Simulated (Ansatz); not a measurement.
**LaGaO3, pressure series**

Consider LaGaO$_{3}$ (space group R-3c, No. 167; a = 5.523 Å, c = 13.273 Å (hexagonal axes)).

Cell and atoms are relaxed at each pressure.

All numbers come from Kohn–Sham DFT with the PBEsol functional, run in Ansatz (a quantum-chemistry and plane-wave program) with PAW and 420 eV plane waves, spin-orbit coupling left out.

```json
[
 {"P (GPa)": "-2.00", "V (Å³/atom)": "11.820"},
 {"P (GPa)": "-1.00", "V (Å³/atom)": "11.752"},
 {"P (GPa)": "0.30", "V (Å³/atom)": "11.667"},
 {"P (GPa)": "0.68", "V (Å³/atom)": "11.642"},
 {"P (GPa)": "1.50", "V (Å³/atom)": "11.592"},
 {"P (GPa)": "3.00", "V (Å³/atom)": "11.501"},
 {"P (GPa)": "5.00", "V (Å³/atom)": "11.386"},
 {"P (GPa)": "7.50", "V (Å³/atom)": "11.251"},
 {"P (GPa)": "10.00", "V (Å³/atom)": "11.124"}
]
```

A third-order Birch–Murnaghan fit to these points gives V₀ = 11.69 Å³/atom, B₀ = 181 GPa and B₀′ = 4.6. At pressure 10 GPa the volume is 95.2 % of V₀.

Load acts through the strain it causes; cell and atoms are relaxed under it. Whether these cells are dynamically stable was not tested. Competing high-pressure phases were not computed.
